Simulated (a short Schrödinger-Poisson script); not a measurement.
MOS inversion layer, SiO2 on p-type Si(100)

Structure: MOS inversion layer, SiO2 on p-type Si(100), at 300 K.

```
layer  material  thickness (nm)  Na (cm⁻³)
-----  --------  --------------  ---------
1          SiO2             2.8          -
2            Si             310     1.9e18
```

The device is made up for the run: typed textbook-type constants, with dimensions and the other settings drawn at random. SiO2: permittivity 3.9, conduction-band edge (eV) 3.15, gap (eV) 9, electron mass (mₑ) 0.5. Si: permittivity 11.7, conduction-band edge (eV) 0, gap (eV) 1.124, Nv at 300 K (cm⁻³) 3.1e19.

Channel valleys (confinement mass, in-plane density-of-states mass, number): Δ2 0.916, 0.19, 2; Δ4 0.19, 0.417, 4. At the gate the conduction-band edge of layer 1 lies 3.26 eV − eVg above the Fermi level of the channel; the field vanishes at the back. Gaps are held at their typed values at every temperature. Mesh 0.03 nm at interfaces.

From a short Schrödinger-Poisson script (our own, NumPy): 1D Poisson equation in equilibrium, electrons quantum, Hartree (BenDaniel-Duke, 12 states a valley, the channel's in-plane mass for all, wave functions free to enter the dielectric), parabolic valleys, classical holes, full ionisation, no traps, pinning or gate leakage.

| Vg (V) | electrons (cm⁻²) | C (μF/cm²) | Δ2 E0 (meV) | Δ2 E1 (meV) | Δ4 E0 (meV) | Δ4 E1 (meV) |
|---|---|---|---|---|---|---|
| 0.4 | 1.31e6 | 0.333 | 394.6 | 487.7 | 461.5 | 612.3 |
| 0.5 | 1.88e7 | 0.322 | 325.1 | 421.6 | 394.2 | 551.0 |
| 0.6 | 2.82e8 | 0.313 | 254.7 | 354.3 | 325.7 | 488.1 |
| 0.7 | 4.33e9 | 0.316 | 183.6 | 286.3 | 256.5 | 424.3 |
| 0.8 | 5.66e10 | 0.446 | 116.7 | 222.2 | 191.3 | 363.9 |
| 0.9 | 3.21e11 | 0.749 | 70.9 | 179.0 | 147.1 | 323.3 |
| 1 | 7.91e11 | 0.909 | 46.3 | 156.7 | 124.0 | 302.5 |
| 1.1 | 1.35e12 | 0.978 | 30.9 | 143.5 | 110.1 | 290.5 |
| 1.2 | 1.96e12 | 1.01 | 19.8 | 134.5 | 100.4 | 282.4 |
| 1.3 | 2.58e12 | 1.04 | 11.0 | 127.7 | 92.9 | 276.4 |
| 1.4 | 3.23e12 | 1.05 | 3.5 | 122.4 | 86.8 | 271.7 |
| 1.5 | 3.88e12 | 1.06 | -2.9 | 117.9 | 81.7 | 267.8 |
| 1.6 | 4.54e12 | 1.07 | -8.8 | 114.1 | 77.2 | 264.6 |
| 1.7 | 5.20e12 | 1.08 | -14.1 | 110.8 | 73.1 | 261.8 |
| 1.8 | 5.87e12 | 1.08 | -19.0 | 107.8 | 69.5 | 259.3 |
| 1.9 | 6.55e12 | 1.09 | -23.6 | 105.2 | 66.1 | 257.2 |
| 2 | 7.23e12 | 1.09 | -27.9 | 102.8 | 63.0 | 255.3 |
| 2.1 | 7.91e12 | 1.10 | -32.1 | 100.6 | 60.0 | 253.5 |
| 2.2 | 8.59e12 | 1.10 | -36.0 | 98.6 | 57.3 | 251.9 |

Gate voltages with under 1e6 electrons/cm² are left out.

Subbands count from the Fermi level.
